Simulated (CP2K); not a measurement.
Converging shifted k-point meshes: LaOF (P4mm, 6 atoms in the cell)

```
LaOF
1.0
    4.08959     0.00000     0.00000
    0.00000     4.08959     0.00000
    0.00000     0.00000     5.84299
La O F
2 2 2
Direct
  0.50000   0.00000   0.72427
  0.00000   0.50000   0.28429
  0.00000   0.00000   0.50000
  0.50000   0.50000   0.50000
  0.50000   0.50000   0.00000
  0.00000   0.00000   0.00000
```

Method: LDA (Pade form), GPW, DZVP-MOLOPT-SR-GTH basis, GTH-PADE potentials (GTH_POTENTIALS) (CP2K).

Base settings: CUTOFF = 550 Ry; REL_CUTOFF = 50 Ry; SMEAR/METHOD = FERMI_DIRAC; ELECTRONIC_TEMPERATURE = 580.23 K; KPOINTS/SCHEME = MONKHORST-PACK 3 3 2; GAMMA_CENTERED = T; XC_FUNCTIONAL = PADE; La/BASIS_SET = DZVP-MOLOPT-SR-GTH-q11; La/POTENTIAL = GTH-PADE-q11; O/BASIS_SET = DZVP-MOLOPT-SR-GTH-q6.

In this ladder: GAMMA_CENTERED = default.

Only quantities that move along the ladder and can be compared are tabulated.

The starting cell comes from a database of computed structures (which also holds hypothetical and non-ambient phases and stackings), without a prior relaxation at this level. Its lattice was rescaled by up to half a per cent. One atom was moved a little off its site on purpose. Values carry the incompleteness of an atom-centred basis. In the base run, with a pressure of about -7 GPa the cell is away from its equilibrium volume at this level.

Steps (KPOINTS/SCHEME): MACDONALD 2 2 1 0 0 0.5; MONKHORST-PACK 2 2 2; MACDONALD 3 3 2 0.1666666667 0.1666666667 0; MACDONALD 4 4 3 0 0 0.1666666667; MACDONALD 5 5 4 0.1 0.1 0; MONKHORST-PACK 6 6 4; MACDONALD 6 6 5 0 0 0.1; MACDONALD 7 7 5 0.07142857143 0.07142857143 0.1; MONKHORST-PACK 8 8 6; MACDONALD 9 9 6 0.05555555556 0.05555555556 0.

Task: What is the coarsest KPOINTS/SCHEME that holds the forces within 0.02 eV/Å of the last step, with all finer ones?

Result: MACDONALD 3 3 2 0.1666666667 0.1666666667 0; the step before is off by 0.091 eV/Å.

Task: What is the coarsest KPOINTS/SCHEME that holds the free energy within 1 meV/atom of the last step, with all finer ones?

Result: MACDONALD 3 3 2 0.1666666667 0.1666666667 0; the step before is off by 29 meV/atom.

Task: What is the coarsest KPOINTS/SCHEME that holds the pressure within 0.5 GPa of the last step, with all finer ones?

Result: MACDONALD 3 3 2 0.1666666667 0.1666666667 0; the step before is off by 0.67 GPa.

```csv
KPOINTS/SCHEME,free energy less the last step's (meV/atom),pressure (GPa),largest difference of a force vector from the last step's (eV/Å)
MACDONALD 2 2 1 0 0 0.5,-44.72,-6.92,0.150
MONKHORST-PACK 2 2 2,-29.19,-7.27,0.091
MACDONALD 3 3 2 0.1666666667 0.1666666667 0,0.20,-6.59,0.011
MACDONALD 4 4 3 0 0 0.1666666667,-0.07,-6.61,0.001
MACDONALD 5 5 4 0.1 0.1 0,0.00,-6.61,0.000
MONKHORST-PACK 6 6 4,0.00,-6.61,0.000
MACDONALD 6 6 5 0 0 0.1,0.00,-6.61,0.000
MACDONALD 7 7 5 0.07142857143 0.07142857143 0.1,0.00,-6.61,0.000
MONKHORST-PACK 8 8 6,0.00,-6.61,0.000
MACDONALD 9 9 6 0.05555555556 0.05555555556 0,0.00,-6.61,0.000
```
